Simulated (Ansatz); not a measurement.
Take MgSe in the rock salt structure (space group Fm-3m, No. 225; a = 5.3913 Å) as the base. Axes: x, y, z lie along the cube axes.

Computed with Ansatz (an electronic-structure program) LDA, no SOC.

For the base:

```
Quantity    Value
--------  -------
Band gap  1.72 eV
```

It is then changed as follows: biaxial strain −1.00 %, plane normal [001], relaxed out of plane (Cartesian); in-plane vectors clamped, the third vector and the atoms free.

Task: What happens to the band gap?

Result: The band gap shrinks by 0.05 eV (1.72 eV → 1.67 eV).

Task: Predict the new in-plane stress.

Result: The mean in-plane stress (compression positive) amounts to +1.6 GPa.

Whether these cells are dynamically stable was not tested.
